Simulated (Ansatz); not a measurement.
A computed series for CaF2: pressure series

Start from CaF2 in the fluorite structure (space group Fm-3m, No. 225).

```yaml
crystal:
  lattice:
    - [0.00000, 2.75548, 2.75548]
    - [2.75548, 0.00000, 2.75548]
    - [2.75548, 2.75548, 0.00000]
  atoms:
    - { symbol: Ca, position: [0.00000, 0.00000, 0.00000] }
    - { symbol: F, position: [0.25000, 0.25000, 0.25000] }
    - { symbol: F, position: [0.75000, 0.75000, 0.75000] }
```

Cell and atoms are relaxed at each pressure.

Method: PBE/PAW in Ansatz (an electronic-structure program), spin-orbit coupling left out.

Candidates:
(a) pressure 60 GPa
(b) pressure 9 GPa
(c) pressure −2 GPa
(d) pressure 30 GPa
(e) pressure 45 GPa

Base values:

The band gap is 7.14 eV.

Q: Order them by band gap, lowest first.

A: (c) pressure −2 GPa (6.98 eV), (b) pressure 9 GPa (7.71 eV), (d) pressure 30 GPa (8.61 eV), (e) pressure 45 GPa (8.84 eV), (a) pressure 60 GPa (8.98 eV)

Load acts through the strain it causes; cell and atoms are relaxed under it. Stability against distortions was not tested. No other phases were tried under pressure.
